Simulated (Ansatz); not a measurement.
Charge-transition levels above the valence-band maximum in metastable zinc-blende AlN (eV), each at one geometry relaxed with PBE and evaluated in Ansatz (an electronic-structure program) with PBE, r2SCAN. Host gaps: PBE 3.31 eV, r2SCAN 3.92 eV. Details: 64-site cell; 2×2×2 shifted k-points; charged states image-corrected; no Hubbard U; corrections pass 1 eV, so highly charged states may be off by several tenths; flagged in the runs: for some of the defects a doubtful potential alignment, a strain field that reaches the edge of the cell.

| defect | x: PBE (eV) | y: r2SCAN (eV) |
|---|---|---|
| N interstitial started as a split pair with N (+2/+1) | 0.19 | 0.11 |
| C on the N site + O on the N site (+1/0) | 0.53 | 0.79 |
| C on the N site (0/−1) | 1.04 | 1.32 |
| C interstitial started as a split pair with N (+2/+1) | 1.33 | 1.41 |
| Co on the Al site (0/−1) | 1.84 | 1.99 |
| N interstitial started as a split pair with N (0/−1) | 2.18 | 2.52 |
| Ge on the N site (0/−1) | 2.21 | 2.47 |
| C on the Al site (broken-bond start) (0/−1) | 2.88 | 3.19 |
| Fe on the Al site (+1/0) | 0.63 | ? |

Q: Fit a straight line to the 8 complete rows and predict the last.

A: Means: x = 1.525, y = 1.725; Sxx = 5.879, Sxy = 6.444. Slope 6.444 / 5.879 = 1.10, intercept 1.725 − 1.10 × 1.525 = 0.05 eV; the rows scatter by 0.12 eV about the line, and R² = 0.99. Prediction: 0.05 + 1.10 × 0.63 = 0.74 eV. The calculation gave 0.45 eV, 0.29 eV below the line, outside twice its scatter.
